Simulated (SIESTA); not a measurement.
A self-consistent single point of HfPd₂ (I4mm, 3 atoms in the cell) with SIESTA.

Computed with SIESTA 5.4.2 with GGA PBEsol, numerical atomic orbitals TZP, PseudoDojo PBEsol standard norm-conserving potentials (rewritten from UPF to PSML).

```
CELL_PARAMETERS angstrom
     -1.69453     1.69453     4.34401
      1.69453    -1.69453     4.34401
      1.69453     1.69453    -4.34401
ATOMIC_POSITIONS crystal
  Hf 0.00575 0.00575 0.00000
  Pd 0.33903 0.33903 0.00000
  Pd 0.66097 0.66097 0.00000
```

Reference input (self-consistent single point, DFT, GGA PBEsol, numerical atomic orbitals TZP, PseudoDojo PBEsol standard norm-conserving potentials (rewritten from UPF to PSML)): XC.functional = GGA; XC.authors = PBEsol; potentials = PseudoDojo PBEsol standard; PAO.BasisSize = TZP; PAO.EnergyShift = 0.005 Ry; MeshCutoff = 400 Ry; kgrid.MonkhorstPack = 6 6 6; OccupationFunction = FD; ElectronicTemperature = 1160.45 K; MaxSCFIterations = 150; SCF.Mixer.Method = Broyden; SCF.Mixer.Weight = 0.1. This run's input differs from it in these lines:

```diff
@@ -29,5 +29,5 @@
 %block kgrid.MonkhorstPack
-    6   0   0  0.0
-    0   6   0  0.0
-    0   0   6  0.0
+   10   0   0  0.0
+    0  10   0  0.0
+    0   0  10  0.0
 %endblock kgrid.MonkhorstPack
```

Output (repeated stretches shortened):

```
        iscf     Eharris(eV)        E_KS(eV)     FreeEng(eV)     dDmax    Ef(eV) dHmax(eV)
   scf:    1    -8843.431885    -8871.098209    -8871.146576  1.332171 -5.255196  9.327169
   scf:    2    -8874.863612    -8873.176443    -8873.226484  0.061629 -5.269803  6.576142
   scf:    3    -8874.504120    -8874.453497    -8874.506978  0.105133 -5.320388  1.521026
   scf:    4    -8872.210914    -8873.792304    -8873.844207  0.142327 -5.464601  3.582401
   scf:    5    -8874.905004    -8874.450023    -8874.503436  0.042537 -5.501563  1.477400
   [... 4 lines left out ...]
   scf:   10    -8874.606446    -8874.605465    -8874.659389  0.002166 -5.516336  0.046887
   scf:   11    -8874.605651    -8874.605615    -8874.659519  0.001871 -5.516429  0.003334
   scf:   12    -8874.605616    -8874.605616    -8874.659517  0.000177 -5.516564  0.005683
   scf:   13    -8874.605616    -8874.605617    -8874.659519  0.000094 -5.516643  0.000738
SCF Convergence by DM+H criterion
max |DM_out - DM_in|         :     0.0000944664
max |H_out - H_in|      (eV) :     0.0007378137
SCF cycle converged after 13 iterations

Using DM_out to compute the final energy and forces

siesta: E_KS(eV) =            -8874.6056

siesta: E_KS - E_eggbox =     -8874.6056

siesta: Atomic forces (eV/Ang):
     1    0.000048    0.000048   -0.389824
     2   -0.000251   -0.000251    0.054366
     3   -0.000018   -0.000018    0.336340
   Tot   -0.000220   -0.000220    0.000881
   Max    0.389824
   Res    0.172576    sqrt( Sum f_i^2 / 3N )
   Max    0.389824    constrained

Stress tensor Voigt[x,y,z,yz,xz,xy] (kbar):       25.77       25.77       25.98        0.85        0.85       -0.08
(Free)E + p*V (eV/cell)    -8875.4643
Target enthalpy (eV/cell)    -8874.6595

   [... lines left out ...]
siesta: FreeEng =     -8874.659519
siesta: Cell volume =         49.894221 Ang**3
siesta:         -25.84261020        -47.99435088  kBar
   [... lines left out ...]
              0.357   0.300   1.772   1.755   1.774   1.755   1.590   0.058

              0.093   0.129   0.093   0.140  -0.002  -0.040  -0.076  -0.040

              0.056

mulliken: Qtot =       48.000

Mulliken Atomic Populations:
Atom #   charge [q] valence [e]  Species
     1     0.866117   11.133883  Hf
     2    -0.423265   18.423265  Pd
     3    -0.442852   18.442852  Pd
 Total    -0.000000
```

The run converged in 13 iterations. Against the reference run the free energy goes up by 6.4 meV/atom, the pressure moves little (-2.57 to -2.58 GPa) and the largest force hardly changes (0.392 to 0.390 eV/Å).

The starting cell comes from a database of computed structures (which also holds hypothetical and non-ambient phases and stackings), without a prior relaxation at this level. Its lattice was rescaled by up to half a per cent. One atom was moved a little off its site on purpose. Spin polarisation is off. Values carry the incompleteness of an atom-centred basis.

Cost on one core of a shared machine: roughly 2 min.
